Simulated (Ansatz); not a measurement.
Band structure of AuZn (Pm-3m, 2 atoms in the cell).

```xyz
2
Lattice="3.1500 0.0000 0.0000 0.0000 3.1500 0.0000 0.0000 0.0000 3.1500" Properties=species:S:1:pos:R:3 pbc="T T T"
Zn     1.5750     1.5750     1.5750
Au     0.0000     0.0000     0.0000
```

Level of theory: PBE, harder PAW files (source: ansatz) (plane waves; Ansatz, a quantum-chemistry and plane-wave program).

Settings: basis.ecutwfc = 48.5 Ry; kpoints.mp_grid.grid = 10 10 10; hamiltonian.xc = pbe; hamiltonian.pseudopotentials = {kind: paw, source: ansatz}; scf.occupations.method = methfessel_paxton; scf.occupations.width = 0.0147 Ry; kpoints.band_path.npoints = 10.

The starting cell has typed, rounded lattice constants, without a prior relaxation at this level. Spin-orbit coupling is off. The cutoff lies below the one recommended for these files.

Levels in eV from the Fermi level, bands 16 to 23:
| point | 16 | 17 | 18 | 19 | 20 | 21 | 22 | 23 |
|---|---|---|---|---|---|---|---|---|
| Γ | -5.43 | -3.74 | -3.74 | -3.74 | 4.97 | 4.97 | 4.97 | 8.82 |
| X | -5.45 | -4.92 | -4.92 | -3.90 | -2.39 | 10.36 | 11.10 | 11.10 |
| M | -4.09 | -4.09 | -3.17 | -1.98 | -1.98 | 0.83 | 2.48 | 10.37 |
| R | -6.43 | -3.12 | -3.12 | 1.38 | 3.55 | 3.74 | 3.74 | 3.74 |

Bands cross the Fermi level along this path, so the cell is metallic at this level.

Keys are those of Ansatz 0.2.
